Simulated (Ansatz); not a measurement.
**MoTe2: transverse stress against strain**

MoTe2 (2H layered, P6_3/mmc, 24.170 Å³/atom and stress up to 0.01 GPa in the relaxed cell, c along z) under a strain ε along c (axis z), the other axes held. PBE-D3(BJ) in Ansatz, a plane-wave DFT program (PAW, default set), 420 eV, 11×11×3 Γ-centred mesh, Fermi-Dirac smearing 0.05 eV; ions are relaxed, or left where forces stay under 0.02 eV/Å, within the symmetry of each cell. Stress is positive for a compressed cell.

Here s stands for strain and y for stress xx.

```csv
strain (%),stress xx (GPa)
-1.20,0.21
-0.60,0.09
0.00,0.00
0.60,-0.10
1.20,-0.16
3.00,?
```

Fit y of the 5 rows that show it with a straight line. Means: s 0, y 0.008. About the means, the sum of products is -0.55800 and the sum of squares of s is 3.6000; the slope is their ratio. Least squares gives y = 0.008 - 0.1550·s. Residuals (row less fit): 0.016, -0.011, -0.008, -0.015, 0.018; standard error 0.018 (degrees of freedom: 3). The slope gives the elastic constant C13 = 15.5 ± 1.0 GPa (± standard error of the fit, which holds the terms cut off).

What does the fit predict for y at s = 3.00, and how far is the calculated value from it?

y = 0.008 - 0.1550 × 3.0 = -0.457 GPa. The calculation gives -0.33 GPa, 0.127 GPa above the prediction (23.5 % of the range of y in the table). The row lies outside the fitted rows, so this is an extrapolation. From the scatter of the fitted rows alone, a prediction at this place has a standard error of 0.035 GPa, so the miss is 3.6 times that.

A polynomial of degree 2 through the 10 other runs of the series gives -0.32 there, so most of the miss is curvature that the fit leaves out. Spin-orbit coupling is left out, which can shift these values for the heavy elements here. Rows are the converged runs of the series near zero and its far end; series whose fitted rows scatter by over a few per cent of the range, as at a crossing or softening among them, aren't shown in this form, nor equations of state whose B0' disagrees with the runs' pressures. Most that stay on the fit to the last digits aren't either.
